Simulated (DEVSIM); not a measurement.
Structure: double heterostructure, GaAs between p- and n-type Al0.4Ga0.6As, at 300 K.

| layer (left to right) | material | thickness (μm) | Nd (cm⁻³) | Na (cm⁻³) | τn (s) | τp (s) |
|---|---|---|---|---|---|---|
| 1 | Al0.4Ga0.6As | 0.440 | 2.7e17 | - | 3e-9 | 3e-9 |
| 2 | GaAs | 0.0860 | - | 6.1e15 | 3e-9 | 3e-9 |
| 3 | Al0.4Ga0.6As | 0.870 | - | 1.4e17 | 3e-9 | 3e-9 |

Left contact: ohmic. Right contact: ohmic. Voltage is applied to the left contact. Recombination: SRH at mid-gap, radiative, Auger. Mobility is μmin + (μ − μmin)/(1 + (N/Nref)^α).

This is a model device: material constants are rounded textbook-type values typed into the input, and sizes, dopings and lifetimes were drawn at random. Values at 300 K.

```tsv
parameter	Al0.4Ga0.6As	GaAs
gap (eV)	1.9228	1.424
affinity (eV)	3.754	4.07
permittivity	11.76	12.9
Nc (cm⁻³)	7.93e17	4.7e17
Nv (cm⁻³)	9e18	9e18
μn (cm²/Vs)	3220	8500
μp (cm²/Vs)	158	400
μn,min	500	500
μp,min	20	20
Nref,n	6e16	6e16
Nref,p	1.5e17	1.5e17
αn	0.39	0.39
αp	0.38	0.38
B (cm³/s)	2e-10	2e-10
Cn (cm⁶/s)	1e-30	1e-30
Cp (cm⁶/s)	1e-30	1e-30
```

Simulated with DEVSIM: 1D drift-diffusion, Boltzmann statistics, complete ionisation; no tunnelling, impact ionisation, image-force lowering or self-heating. Band offsets follow the typed affinities; no thermionic-emission limit at abrupt steps, no polarisation charge.

Tabulate band edges, carrier densities and field at -1.05 V on the left contact.

Energies count from the Fermi level of the right contact; mesh points crowd at the junctions.

```csv
x (μm),Ec (eV),Ev (eV),n (cm⁻³),p (cm⁻³),field (V/cm)
0.000,1.078,-0.845,2.7e17,< 1e2,≈ 0
0.007388,1.078,-0.845,2.7e17,990,≈ 0
0.02714,1.078,-0.845,2.7e17,3600,≈ 0
0.07537,1.078,-0.845,2.7e17,10000,≈ 0
0.2607,1.078,-0.845,2.7e17,36000,≈ 0
0.3742,1.078,-0.845,2.7e17,53000,350
0.4167,1.122,-0.801,4.9e16,320000,44000
0.4367,1.287,-0.635,8.2e13,1.9e8,120000
0.4426,1.040,-0.384,7.0e17,3.2e12,79000
0.4531,1.096,-0.328,7.9e16,2.8e13,41000
0.4788,1.185,-0.239,2.5e15,8.7e14,32000
0.5138,1.295,-0.129,3.6e13,6.1e16,35000
0.5238,1.337,-0.087,7.1e12,3.1e17,54000
0.5293,1.690,-0.233,1.4e7,1.1e15,66000
0.5510,1.784,-0.139,370000,4.2e16,24000
0.5967,1.815,-0.108,110000,1.4e17,540
0.7123,1.815,-0.108,90000,1.4e17,≈ 0
1.011,1.815,-0.108,51000,1.4e17,≈ 0
1.289,1.815,-0.108,14000,1.4e17,≈ 0
1.357,1.815,-0.108,5100,1.4e17,≈ 0
1.384,1.815,-0.108,1600,1.4e17,≈ 0
1.396,1.815,-0.108,< 1e2,1.4e17,≈ 0
```
